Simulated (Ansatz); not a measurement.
The parent structure is MoS2 (space group P6_3/mmc, No. 194; layered, stacked along the Cartesian z axis).

```xyz
6
Lattice="3.1090 0.0000 0.0000 -1.5545 2.6925 0.0000 0.0000 0.0000 11.7090" Properties=species:S:1:pos:R:3 pbc="T T T"
Mo     1.5545     0.8975     2.9272
Mo     0.0000     1.7950     8.7817
S      1.5545     0.8975    10.3450
S      0.0000     1.7950     4.4905
S      0.0000     1.7950     1.3640
S      1.5545     0.8975     7.2185
```

Cartesian axes are those of the cell as printed.

Method: PBEsol-D3(BJ), PAW, 420 eV (Ansatz, a program for electronic structure; spin-orbit coupling left out).

Strains are applied to the cell and any free atomic positions relax.

One change was made to it. Results:

| quantity | base | after |
|---|---|---|
| valence-band top at Γ (three highest levels, from the VBM) | 0.00, -0.96, -1.60 eV | 0.00, -0.97, -1.66 eV |
| hole mass | 1.1 mₑ along c, 0.50 mₑ across (at Γ) | 0.56 mₑ along x, 0.49 mₑ along y, 1.1 mₑ along z (at Γ) |
| pressure (mean of the normal stresses, compression positive) | 0.0 kbar | 13.9 kbar |

### Question
Which of these changes matches the shifts?
A. uniaxial strain ε_xx = −0.60 %
B. uniaxial strain ε_xx = −1.20 %
C. uniaxial strain ε_xx = −1.80 %

### Answer
B, uniaxial strain ε_xx = −1.20 %. For comparison, the valence-band top at Γ in the other runs: uniaxial strain ε_xx = −1.80 % gives 0.00, -0.97, -1.69 eV; uniaxial strain ε_xx = −0.60 % gives 0.00, -0.96, -1.63 eV.

The levels and masses belong to the bands next to the band gap. Masses are band curvatures over ±0.01 Å⁻¹ around the edge. Whether these cells are dynamically stable was not tested.
